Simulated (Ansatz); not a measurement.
## Amorphous Hf₁₈O₃₀N₄

Preparation: random packing, a CHGNet melt and quench, and a DFT relaxation. O and N atoms were pushed apart under 1.9 Å during the dynamics, to hinder bonds among them. The hot cell started wider than the set density and was brought back towards it in steps. It is the lowest in DFT energy of 4 quenches. It is a model cell: composition and starting density were chosen by hand, and all elements were melted together. No dispersion term was used.

Methods: PBE, scalar-relativistic without spin-orbit coupling (Ansatz, a first-principles code); r2SCAN, scalar-relativistic without spin-orbit coupling (Ansatz); HSE06, scalar-relativistic without spin-orbit coupling (Ansatz); PBE0, scalar-relativistic without spin-orbit coupling (Ansatz). Geometry, pressure, stress and energy are those of the PBE run. Its sampling: a 2×2×2 Γ-centred mesh; Fermi-Dirac width 0.02 eV; no spin polarisation. Other functionals are single points at the zone centre (r2SCAN at 500 eV; exact exchange cut at the cell's faces), free to take moments where seeds were set. At PBE the levels at the filled edge of the gap are localised (band-tail or defect states).

| Property | Value |
|---|---|
| Number of atoms in the cell | 52 |
| Density (volume relaxed, without dispersion) | 9.21 g/cm³ |
| Volume per atom | 13.00 Å³ |
| Pressure on a 2×2×2 Γ-centred mesh | 0.03 GPa |
| Largest force and stress component on that mesh (the relaxation ran on one k-point at (1/4, 1/4, 1/4)) | 0.05 eV/Å and 0.1 GPa |
| Level gap on a 2×2×2 Γ-centred mesh (PBE) | 3.05 eV |
| Level gap at the zone centre (PBE) | 3.14 eV |
| Level gap at the zone centre (r2SCAN) | 3.53 eV |
| Level gap at the zone centre (HSE06) | 4.42 eV |
| Level gap at the zone centre (PBE0) | 5.18 eV |

Neighbours within Hf-Hf 3.34 Å, Hf-O 2.70 Å, Hf-N 2.71 Å, O-O 1.58 Å, O-N 1.64 Å, N-N 1.70 Å count as bonded. Two cations that share two anions don't count as bonded, nor two that share one unless they lie closer than Hf-Hf 3.25 Å.

The mean coordination of Hf by anions comes out as 6.11 (3 with 5, 10 with 6, 5 with 7) and the mean coordination of O is 3.17 (1 with 2, 23 with 3, 6 with 4). The mean coordination of N is 3.75 (1 with 3, 3 with 4) and the mean Hf-O bond comes out as 2.155 Å (spread 0.134 Å, 95 counted). The mean Hf-N bond comes out as 2.136 Å (spread 0.101 Å, 15 counted).

Its density started from a set value of 9.21 g/cm³. The simulated quench (nominally 300 K/ps over its main leg) is rapid and tends to freeze in more defects than a deposited or slowly cooled glass has. A cell of this size samples the disorder only roughly. Volume and shape were free in the relaxation.
